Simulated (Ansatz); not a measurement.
An Ansatz (an electronic-structure program) run: PtSb2 with a change (pressure 3 GPa); PBE, PAW, 420 eV (Ansatz; scalar-relativistic without spin-orbit coupling).

Input:

Ansatz 0.2 input:
```yaml
crystal:
  lattice:
    - [6.5231368824, 0, 0]
    - [0, 6.5231368824, 0]
    - [0, 0, 6.5231368824]
  atoms:
    - { symbol: Sb, position: [0.3748278715, 0.1251721285, 0.8748278715] }
    - { symbol: Sb, position: [0.6251721285, 0.8748278715, 0.1251721285] }
    - { symbol: Sb, position: [0.1251721285, 0.8748278715, 0.3748278715] }
    - { symbol: Sb, position: [0.8748278715, 0.1251721285, 0.6251721285] }
    - { symbol: Sb, position: [0.8748278715, 0.3748278715, 0.1251721285] }
    - { symbol: Sb, position: [0.1251721285, 0.6251721285, 0.8748278715] }
    - { symbol: Sb, position: [0.6251721285, 0.6251721285, 0.6251721285] }
    - { symbol: Sb, position: [0.3748278715, 0.3748278715, 0.3748278715] }
    - { symbol: Pt, position: [0, 0.5, 0.5] }
    - { symbol: Pt, position: [0.5, 0.5, 0] }
    - { symbol: Pt, position: [0.5, 0, 0.5] }
    - { symbol: Pt, position: [0, 0, 0] }
basis: { ecutwfc: 420, ecutrho_ratio: 4, xc_grid: 2, fft_grid_basis: typed }
kpoints: { mp_grid: { grid: [6, 6, 6] } }
hamiltonian:
  xc: pbe
  dispersion: none
  pseudopotentials: { kind: paw }
scf: { occupations: { method: fermi_dirac, width: 0.05 } }
relax: { f_tol: 0.01, max_steps: 60, cell: { stress_tol: 0.02, p_target: 3.0 } }
output: { forces: true, stress: true }
checkpoint: { write: state.ck, write_every: 1000 }
```

Output (explanatory and most iteration lines left out):

```
Relaxation: its limit of steps is 60 (relax.max_steps)
Pseudopotential: Sb, paw, valence charge 15
Pseudopotential: Pt, paw, valence charge 18
Crystal: 12 atoms, lattice volume = 277.568 Å³
Basis set: ecut = 420 eV, 5449 PW (Γ), exchange–correlation on 90×90×90 points (8 copies of the dense FFT grid, shifted against one another)
Bands: 116, of which v1, the nominal top of the filled ones, is band 96 counted from 1 (95 counted from 0)
Symmetry: 24 space group operations
Space group: Pa-3 (ITA 205), of the structure as read, at distance tolerance 6.5e-5 Å
k-points: 24 of 216
Functional: x = pbe(κ = 0.804, μ = 0.2195149727645171), c = pbe(β = 0.06672455060314922)
SCF iter   1: F=—  HF=-101973.558832 eV  |F-HF|=—  |Δ(HF+E_count)|=         —  Δρ=3.20e-3  dr2=3.82e-2  ethr=1.77e-3  ⟨swp⟩=6.0  Hψ=10304  notcnv=0  defer=50
SCF iter   2: F=—  HF=-101973.554672 eV  |F-HF|=—  |Δ(HF+E_count)|=   4.16e-3  Δρ=1.20e-3  dr2=2.76e-3  ethr=1.99e-5  ⟨swp⟩=2.0  Hψ=4156  notcnv=0  defer=152
SCF 1 converged in 7 iterations: F = -101973.555379 eV  dr2 = 2.34e-8
relax step   1: F+E_penalty+E_count = -101973.55537873 eV  Δ(F+E_penalty+E_count) = +0.000e0 eV  max|allowed force component| = 1.079e-3 eV/Å  Δτ_max = 0.0000 Å  P = +1.503 GPa  Ω = 277.568 Å³  (7 SCF iters, dr2 threshold 1.00e-7 eV, accepted)
[... steps on the carried basis left out ...]
relax step   5: F+E_penalty+E_count = -101973.50524304 eV  Δ(F+E_penalty+E_count) = +1.457e-3 eV  max|allowed force component| = 2.090e-3 eV/Å  Δτ_max = 0.0000 Å  P = +3.008 GPa  Ω = 273.999 Å³  stress off target by 8.13e-3 GPa  SCF on the basis re-selected at this cell (its energy is not comparable with the rows above)  (6 SCF iters)
SCF converged after 6 iterations
Free energy (F): -101973.505243 eV
Internal energy: -101973.492566 eV  (E = F + TS)
E sigma→0 (E₀):  -101973.498904 eV
Entropy (-TS):   -0.012677 eV (-1.056 meV/atom)
Fermi energy:    14.146061 eV
--- Forces (eV/Å), atoms counted from 1 ---
  atom   1  Sb    -0.00208963     0.00208963    -0.00208963
  atom   2  Sb     0.00208963    -0.00208963     0.00208963
  atom   3  Sb     0.00208963    -0.00208963    -0.00208963
  atom   4  Sb    -0.00208963     0.00208963     0.00208963
  atom   5  Sb    -0.00208963    -0.00208963     0.00208963
  atom   6  Sb     0.00208963     0.00208963    -0.00208963
  atom   7  Sb     0.00208963     0.00208963     0.00208963
  atom   8  Sb    -0.00208963    -0.00208963    -0.00208963
  atom   9  Pt     0.00000000    -0.00000000     0.00000000
  atom  10  Pt     0.00000000     0.00000000    -0.00000000
  atom  11  Pt    -0.00000000    -0.00000000     0.00000000
  atom  12  Pt    -0.00000000    -0.00000000    -0.00000000
--- Stress (GPa, compression-positive) ---
        3.008126       0.000000       0.000000
        0.000000       3.008126       0.000000
        0.000000       0.000000       3.008126
  P = ⅓ Tr σ = 3.0081 GPa (30.081 kbar)
--- Relaxed structure (4 steps of the walk, 3 accepted, 1 SCFs on fresh bases) ---
  cell:  # Å, volume = 273.9986 Å³
    - [6.495054326645778, -4.6222318665293654e-33, 6.419766481290786e-35]
    - [-4.6222318665293654e-33, 6.495054326645778, 0.0]
    - [6.419766481290786e-35, 0.0, 6.495054326645778]
  atoms:
    - { symbol: Sb, position: [0.37475957715415903, 0.12524042284584097, 0.874759577154159] }
    - { symbol: Sb, position: [0.6252404228458409, 0.874759577154159, 0.12524042284584097] }
    - { symbol: Sb, position: [0.12524042284584097, 0.874759577154159, 0.37475957715415903] }
    - { symbol: Sb, position: [0.874759577154159, 0.12524042284584097, 0.6252404228458409] }
    - { symbol: Sb, position: [0.874759577154159, 0.37475957715415903, 0.12524042284584097] }
    - { symbol: Sb, position: [0.12524042284584097, 0.6252404228458409, 0.874759577154159] }
    - { symbol: Sb, position: [0.6252404228458409, 0.6252404228458409, 0.6252404228458409] }
    - { symbol: Sb, position: [0.37475957715415903, 0.37475957715415903, 0.37475957715415903] }
    - { symbol: Pt, position: [6.925362955684171e-22, 0.5, 0.5] }
    - { symbol: Pt, position: [0.5, 0.5, 6.925362955684037e-22] }
    - { symbol: Pt, position: [0.5, -2.0776088867052076e-21, 0.5] }
    - { symbol: Pt, position: [6.925362955684158e-22, -2.0776088867052103e-21, 6.925362955684065e-22] }
```

Spin-orbit coupling, missing from the scalar runs, can matter with Pt and Sb. Load acts through the strain it causes; cell and atoms are relaxed under it. Stability against distortions was not tested. All final runs are without spin polarisation. The cell was made from PtSb2 (space group Pa-3, No. 205) by this change: pressure 3 GPa.
